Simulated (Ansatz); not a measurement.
**CaAlHO2 (model structure, started from the SrVO2H type, P4/mmm, No. 123, 5 atoms in the cell)**

Computed with PBE0 (Ansatz, a first-principles code, PAW).

Settings: plane-wave cutoff 460 eV, 6×6×6 k mesh, Fermi–Dirac smearing 0.01 eV, scalar-relativistic PAW data made under PBE.

Cell (relaxed with PBEsol):

```yaml
crystal:
  lattice:
    - [3.72805, 0.00000, 0.00000]
    - [0.00000, 3.72805, 0.00000]
    - [0.00000, 0.00000, 3.44832]
  atoms:
    - { symbol: Ca, position: [0.50000, 0.50000, 0.50000] }
    - { symbol: Al, position: [0.00000, 0.00000, 0.00000] }
    - { symbol: O, position: [0.50000, 0.00000, 0.00000] }
    - { symbol: O, position: [0.00000, 0.50000, 0.00000] }
    - { symbol: H, position: [0.00000, 0.00000, 0.50000] }
```

band gap: 6.01 eV (on the SCF k mesh) (indirect)
smallest direct gap on the k points sampled: 6.73 eV
Γ–Γ gap: 8.41 eV

Note: the relaxation could raise the start's symmetry but not lower it, so the cell can be a saddle point; cell and atoms aren't relaxed at this level (pressure 0.2 GPa).

The computed numbers hold no vibrational or temperature effects.

Cost on a shared machine: about 110 core-seconds (a rough figure).

A model structure was made by putting elements into a prototype or built by hand; it is no filed structure, need not be a known phase, and can be a saddle point held by its symmetry.
